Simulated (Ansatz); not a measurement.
**SrZrS₃ (model structure, started from the cubic perovskite type, Pm-3m, No. 221, 5 atoms in the cell)**

Calculation: LDA (Ansatz, an electronic-structure program, plane waves, PAW).

Numerical settings: plane-wave cutoff 520 eV, 8×8×8 k mesh, Fermi–Dirac smearing 0.01 eV, scalar-relativistic PAW data made under PBE.

Cell (relaxed with PBEsol):

```yaml
crystal:
  lattice:
    - [4.94808, 0.00000, 0.00000]
    - [0.00000, 4.94808, 0.00000]
    - [0.00000, 0.00000, 4.94808]
  atoms:
    - { symbol: Sr, position: [0.00000, 0.00000, 0.00000] }
    - { symbol: Zr, position: [0.50000, 0.50000, 0.50000] }
    - { symbol: S, position: [0.00000, 0.50000, 0.50000] }
    - { symbol: S, position: [0.50000, 0.50000, 0.00000] }
    - { symbol: S, position: [0.50000, 0.00000, 0.50000] }
```

For SrZrS₃ (model structure, started from the cubic perovskite type, Pm-3m, No. 221, 5 atoms in the cell), the band gap is 0.28 eV. The smallest direct gap on the k points sampled is 0.77 eV.

Note: the relaxation could raise the start's symmetry but not lower it, so the cell can be a saddle point; cell and atoms aren't relaxed at this level (pressure -1.9 GPa).

Spin–orbit coupling is not included.

Computed values are for the static lattice.

It cost roughly 30 core-seconds of CPU time.

A model structure was made by putting elements into a prototype or built by hand; it is no filed structure, need not be a known phase, and can be a saddle point held by its symmetry.
